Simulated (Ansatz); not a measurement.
The structure below was relaxed with Ansatz (a first-principles code) PBE, scalar-relativistic without spin-orbit coupling, at pressure 18 GPa.

Space group F-43m (No. 216); a = b = c = 6.677 Å, α = β = γ = 90.00°

```tsv
atom	site	symmetry	x	y	z
Br	4c	-43m	0.2500	0.2500	0.2500
Cs	4a	-43m	0.0000	0.0000	0.0000
```

Write out a cell with all atoms.


```cif
data_Br4Cs4
_chemical_formula_sum 'Br4 Cs4'
_space_group_name_H-M_alt 'P 1'
_space_group_IT_number 1
_cell_length_a 6.67703
_cell_length_b 6.67703
_cell_length_c 6.67703
_cell_angle_alpha 90.000
_cell_angle_beta 90.000
_cell_angle_gamma 90.000
loop_
_space_group_symop_operation_xyz
  'x, y, z'
loop_
_atom_site_label
_atom_site_type_symbol
_atom_site_fract_x
_atom_site_fract_y
_atom_site_fract_z
_atom_site_occupancy
Br1 Br 0.25000 0.25000 0.25000 1
Cs1 Cs 0.00000 0.00000 0.00000 1
Br2 Br 0.25000 0.75000 0.75000 1
Cs2 Cs 0.00000 0.50000 0.50000 1
Br3 Br 0.75000 0.25000 0.75000 1
Cs3 Cs 0.50000 0.00000 0.50000 1
Br4 Br 0.75000 0.75000 0.25000 1
Cs4 Cs 0.50000 0.50000 0.00000 1
```
This is the conventional cell.

Load acts through the strain it causes; cell and atoms are relaxed under it. Whether these cells are dynamically stable was not tested. No other phases were tried under pressure. The cell was made from CsBr in the zinc blende structure (space group F-43m, No. 216; a hypothetical phase, not in the database extracts checked) by this change: pressure 18 GPa.
